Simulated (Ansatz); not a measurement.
Evanescent states of BP (F-43m, zinc blende, 2 atoms a cell, 11.6 Å³ an atom) along the normal of (110)

These are r2SCAN (plane waves, PAW; Ansatz, a first-principles code) values and carry that method's errors.

The gap is the functional's own. No spin-orbit coupling. Mid-gap values are those at the computed energy nearest the middle.

Energies count from the valence-band top; κ is the least over a 10×8 mesh across the current.

| E (eV) | κ (1/Å) | where |
|---|---|---|
| 0.04 | 0.039 | Γ |
| 0.12 | 0.067 | Γ |
| 0.20 | 0.085 | Γ |
| 0.28 | 0.100 | Γ |
| 0.36 | 0.112 | Γ |
| 0.44 | 0.122 | Γ |
| 0.52 | 0.131 | Γ |
| 0.60 | 0.139 | Γ |
| 0.68 | 0.146 | Γ |
| 0.76 | 0.153 | Γ |
| 0.84 | 0.153 | off Γ |
| 0.92 | 0.144 | off Γ |
| 1.00 | 0.135 | off Γ |
| 1.08 | 0.124 | off Γ |
| 1.16 | 0.111 | off Γ |
| 1.24 | 0.094 | off Γ |
| 1.32 | 0.072 | off Γ |
| 1.40 | 0.032 | off Γ |

Task: How thick must the barrier be to attenuate the transmission by 10^8 when the electrodes' Fermi level lies at 1.32 eV, and what attenuation does that film give at 0.44 eV?

Result: d = 8 ln 10 / (2 × 0.072) = 127.9 Å. At 0.44 eV it gives 8 × 0.122/0.072 = 13.6 decades.
